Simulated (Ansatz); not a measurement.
Consider KBr in the rock salt structure (space group Fm-3m, No. 225).

```xyz
2
Lattice="0.0000 3.3527 3.3527 3.3527 0.0000 3.3527 3.3527 3.3527 0.0000" Properties=species:S:1:pos:R:3 pbc="T T T"
K      0.0000     0.0000     0.0000
Br     3.3527     3.3527     3.3527
```

Calculations: PBE, PAW, 420 eV (Ansatz, a first-principles code; no spin-orbit coupling).

Base values:

The band gap is 4.31 eV and the electron mass comes out as 0.39 mₑ (at Γ). The pressure comes out as 0.00 GPa and the gap character is direct at Γ.

Now apply this change: an isotropic linear strain of −3.00 %; the atoms relax in the strained cell.

Task: What happens to the band gap, electron mass, pressure and gap character?

Result: The band gap grows by 0.25 eV, from 4.31 eV to 4.56 eV; the electron mass goes from 0.39 mₑ (at Γ) to 0.37 mₑ (at Γ); the pressure goes from zero to 1.53 GPa; the gap character is still direct at Γ.

Effective masses come from finite differences of ±0.01 Å⁻¹. Stability against distortions was not tested.
